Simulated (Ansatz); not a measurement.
Start from ZnS in the zinc blende structure (space group F-43m, No. 216).

```
CELL_PARAMETERS angstrom
      0.00000     2.69520     2.69520
      2.69520     0.00000     2.69520
      2.69520     2.69520     0.00000
ATOMIC_POSITIONS crystal
  S  0.75000 0.75000 0.75000
  Zn 0.00000 0.00000 0.00000
```

Cartesian axes are those of the cell as printed.

All numbers come from r2SCAN (Ansatz, a program for electronic structure, PAW, spin-orbit coupling left out), earlier PAW set.

Perturbation: a pure shear with ε_xy = ε_yx = 0.0057, atoms relaxed at fixed cell.

Predict the stress tensor and what it implies for the stiffness.

Stress of the strained cell less that of the base (GPa, compression positive):
```
   0.00   -0.57    0.00
  -0.57    0.00    0.00
   0.00    0.00    0.00
```

Then −Δσ/γ with γ = 2ε = 0.0114 gives relaxed-ion elastic constants: C66 ≈ 50 GPa.

Stability against distortions was not tested.
